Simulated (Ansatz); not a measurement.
# CsPbCl3 under a change: uniaxial stress, 3 GPa tension along z

Start from CsPbCl$_{3}$ in the cubic perovskite structure (space group Pm-3m, No. 221; a = 5.619 Å). Axes: x, y, z lie along the cube axes.

Modification: uniaxial stress, 3 GPa tension along z, with the cell and atoms free to relax against it.

Method: PBEsol (Ansatz, a quantum-chemistry and plane-wave program, PAW, no spin-orbit coupling). k-mesh 6×6×6 (Γ-centred); smearing 0.05 eV (Fermi–Dirac).

The volume per atom grows by 2.396 Å³ (35.48 Å³ → 37.87 Å³) and the space group changes from Pm-3m (No. 221) to P4/mmm (No. 123). The shortest interatomic distance decreases by 2.6 pm (280.9 pm → 278.3 pm) and the energy grows by 34 meV/atom. The band gap decreases by 0.196 eV (1.83 eV → 1.64 eV) and the gap character is direct at A. The electron mass comes out as 0.14 mₑ along z, 0.82 mₑ across (at R) and the strain response (xx, yy, zz) amounts to (−0.93, −0.93, +8.76) %.

Final structure:

```
CELL_PARAMETERS angstrom
      5.56662     0.00000     0.00000
      0.00000     5.56662     0.00000
      0.00000     0.00000     6.11115
ATOMIC_POSITIONS crystal
  Cs 0.00000 0.00000 0.00000
  Pb 0.50000 0.50000 0.50000
  Cl 0.00000 0.50000 0.50000
  Cl 0.50000 0.50000 0.00000
  Cl 0.50000 0.00000 0.50000
```

Cost of the whole job for the changed cell (relaxation, final SCF and bands): about 110 core-seconds (a rough figure).

With Pb present, leaving out spin-orbit coupling can change the band edges. Masses are band curvatures over ±0.01 Å⁻¹ around the edge. Beyond what the load breaks, stability against distortions was not tested. Many cubic perovskites are stable only at high temperature; tilts and polar distortions were not tested. This is not the structure that CsPbCl3 has at room temperature and ambient pressure. k-point labels follow each cell's own Brillouin zone.
